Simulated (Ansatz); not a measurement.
# TaS2: pressure −1 GPa

Consider TaS₂ in the CdI2 type structure (space group P-3m1, No. 164; a = 3.3288 Å, c = 5.7855 Å; layered, stacked along the Cartesian z axis).

It is then changed as follows: a negative pressure, −1 GPa.

The values are results of Ansatz (an electronic-structure program), PBE-D3(BJ), PAW, cutoff 420 eV, no spin-orbit coupling, not measurements. k-mesh 16×16×8 (Γ-centred); smearing 0.05 eV (Fermi–Dirac).

```tsv
quantity	base	changed	shift
volume per atom	18.51 Å³	18.99 Å³	+0.488 Å³
lattice parameter a	3.329 Å	3.342 Å	+0.0136 Å
c/a ratio	1.738	1.762	+0.024
shortest interatomic distance	2.466 Å	2.470 Å	+0.004 Å
band gap	zero	zero	–
```

Load acts through the strain it causes; cell and atoms are relaxed under it. No phonon test of stability was made. All final runs are without spin polarisation. An odd electron count without spin: TaS2.
